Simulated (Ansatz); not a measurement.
**Ta under a change: uniaxial strain ε_zz = +2.00 %**

Base system: Ta in the bcc (W type) structure (space group Im-3m, No. 229; a = 3.282 Å; relaxed with 0.1 eV smearing). Axes: x, y, z lie along the cube axes.

One thing is altered: the cell is stretched by 2.00 % along z with no lateral relaxation, atoms relaxed at fixed cell.

Level of theory: PBEsol, PAW, 420 eV (Ansatz, a first-principles code; without spin-orbit coupling). Settings: 28×28×28 k-points, 0.1 eV Fermi–Dirac smearing.

- Volume per atom: 18.03 Å³ (base 17.68 Å³)
- Shortest interatomic distance: 286.2 pm (base 284.3 pm)
- Energy relative to the base (free energy F): +6.0 meV/atom
- Pressure (mean of the normal stresses, compression positive): -3.9 GPa (base 0.0 GPa)
- Band gap: zero (base zero)
- Stress (xx, yy, zz, yz, xz, xy; compression positive): (-3.2, -3.2, -5.3, 0.0, 0.0, 0.0) GPa

Whether these cells are dynamically stable was not tested. All final runs are without spin polarisation.
